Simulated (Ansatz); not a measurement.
## Defect calculation: Ga on the Ge site + Li interstitial in germanium

The numbers are results of PBE, PAW (plane waves to 420 eV; Ansatz, a first-principles code), not measurements. Details: 64-site cell; 2×2×2 shifted k-points; start: the Ge site; void 2.49 Å away; the functional closes the host's gap; finite-size errors of tenths of an eV; relaxed from one start, so a lower configuration may exist.

Neighbours after relaxation, in Å: of the Ga atom: Ge 2.43, Ge 2.51, Ge 2.51, Ge 2.51, Li 2.54; of the Li atom: Ga 2.54, Ge 2.60, Ge 2.60, Ge 2.60.

The name describes the start; the neighbours show where the atoms ended.

```csv
charge,moment (μB),point group,largest move off a lattice site (Å)
0,not spin-polarised,C3v,0.12
```

Point groups are those of the whole cell at tolerances of 0.03 and 0.1 Å ("near" where only the looser one holds); none is given for unsettled states.
